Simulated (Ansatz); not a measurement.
Data:

```
SnO
1.0
    3.69770     0.00000     0.00000
    0.00000     3.69770     0.00000
    0.00000     0.00000     4.58562
Sn O
2 2
Direct
  0.50000   0.00000   0.26023
  0.00000   0.50000   0.73977
  0.00000   0.00000   0.00000
  0.50000   0.50000   0.00000
```

No spin polarisation.

Method: PBE-D3(BJ) (Ansatz, a program for electronic structure), no spin-orbit coupling, earlier PAW set. k-mesh 12×12×10 (Γ-centred); smearing 0.05 eV (Fermi–Dirac).

Problem. What is the computed pressure (mean of the normal stresses, compression positive)?

Solution. 6.5 GPa.

Problem. What space group does the calculation give?

Solution. P4/nmm (No. 129).

Problem. What is the computed band gap?

Solution. Zero.

The cells carry an imposed strain or load. Stability against distortions was not tested. The final runs are not spin-polarised. The cell was made from SnO in the litharge type structure (space group P4/nmm, No. 129; layered, stacked along the Cartesian z axis) by this change: isotropic strain −3.61 %.
